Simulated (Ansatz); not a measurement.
The parent structure is HfN in the rock salt structure (space group Fm-3m, No. 225).

```
HfN
1.0
    0.00000     2.26274     2.26274
    2.26274     0.00000     2.26274
    2.26274     2.26274     0.00000
Hf N
1 1
Direct
  0.00000   0.00000   0.00000
  0.50000   0.50000   0.50000
```

Computed with r2SCAN (Ansatz, a first-principles code, PAW, no spin-orbit coupling).

For the base:

* **Lattice parameter a**: 4.525 Å

It is then changed as follows: a hydrostatic pressure of 2.1 GPa.

What happens to the lattice parameter a?

The lattice parameter a falls by 0.011 Å to 4.514 Å.

Load acts through the strain it causes; cell and atoms are relaxed under it. No phonon test of stability was made. All final runs are without spin polarisation. An odd electron count without spin: HfN.
